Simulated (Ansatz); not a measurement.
1T (CdI2-type) PtTe2, treated with PBEsol-D3(BJ) (Ansatz, a program for electronic structure, PAW).

Numerical settings: plane-wave cutoff 520 eV, 18×18×12 k mesh (along the axes of the cell as run), Fermi–Dirac smearing 0.05 eV, scalar-relativistic PAW data made under PBE.

Cell (relaxed at this level):

PtTe2 is modelled in the trigonal space group P-3m1 (No. 164), Pearson symbol hP3. Conventional cell: a = b = 4.0095 Å, c = 4.9576 Å, α = β = 90.00°, γ = 120.00°. Te on 2d is coordinated by 3 Pt at 2.675 Å (trigonal pyramidal). Pt on 1a is coordinated by 6 Te at 2.675 Å (octahedral). (Neighbours: up to the widest gap in distance over summed covalent radii, below 1.35, at either atom; cation-cation and far metal-metal contacts left out.)

Problem. Estimate the bulk modulus and pressure derivative B′ of the bulk modulus that the calculation returns.

Solution. 
bulk modulus: 83.3 GPa
pressure derivative B′ of the bulk modulus: 6.8

The run finds no gap.

Note: the bulk modulus comes from volumes at which shape and atoms were relaxed.

Spin–orbit coupling is not included.

Static lattice: no zero-point or thermal effects.

Cost on a shared machine: around 16 core-minutes (rough).
